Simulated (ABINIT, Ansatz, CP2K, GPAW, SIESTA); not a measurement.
## Code comparison for H4BrN (P-43m, 6 atoms in the cell)

Band-structure calculation.

```yaml
crystal:
  lattice:
    - [4.00010, 0.00000, 0.00000]
    - [0.00000, 4.00010, 0.00000]
    - [0.00000, 0.00000, 4.00010]
  atoms:
    - { symbol: H, position: [0.14921, 0.14921, 0.85079] }
    - { symbol: H, position: [0.14921, 0.85079, 0.14921] }
    - { symbol: H, position: [0.85079, 0.85079, 0.85079] }
    - { symbol: H, position: [0.85079, 0.14921, 0.14921] }
    - { symbol: Br, position: [0.50000, 0.50000, 0.50000] }
    - { symbol: N, position: [0.00000, 0.00000, 0.00000] }
```

Shared settings, as Ansatz (a program for electronic structure) writes them: kpoints.mp_grid.grid = 4 4 4; scf.occupations.method = fixed. Potentials and cutoffs stand in the table.

```
code                                                                                                                            model  gap along the path (eV)  smallest direct gap (eV)       cutoff
------  -----------------------------------------------------------------------------------------------------------------------------  -----------------------  ------------------------  -----------
GPAW                                                                            PBEsol, GPAW PAW datasets PBEsol (made by gpaw-setup)                     4.09                      4.17       950 eV
CP2K                                                       PBEsol, GPW, DZVP-MOLOPT-SR-GTH basis, GTH-PBE potentials (GTH_POTENTIALS)                     5.24                      5.33  grid 450 Ry
ABINIT                                                 PBEsol, norm-conserving pseudopotentials (PseudoDojo nc-sr-04 PBEsol standard)                     4.09                      4.17        84 Ry
SIESTA  GGA PBEsol, numerical atomic orbitals DZP, PseudoDojo PBEsol standard norm-conserving potentials (rewritten from UPF to PSML)                     4.22                      4.30  grid 400 Ry
Ansatz                                                                                        PBEsol, default PAW files made with PBE                     4.08                      4.16       420 eV
```

The spread over the programs that give each value: gap along the path within 1.16 eV; smallest direct gap within 1.17 eV.

CP2K and SIESTA use small atom-centred bases, whose incompleteness enters pressures, forces and empty levels differently from a plane-wave cutoff.

In the gap along the path, CP2K stands apart from the plane-wave programs.

The starting cell comes from a database of computed structures (which also holds hypothetical and non-ambient phases and stackings), without a prior relaxation at this level.

Left out of this page: Quantum ESPRESSO and FLEUR (not drawn, or without a comparable value).

Keys are those of Ansatz 0.2.
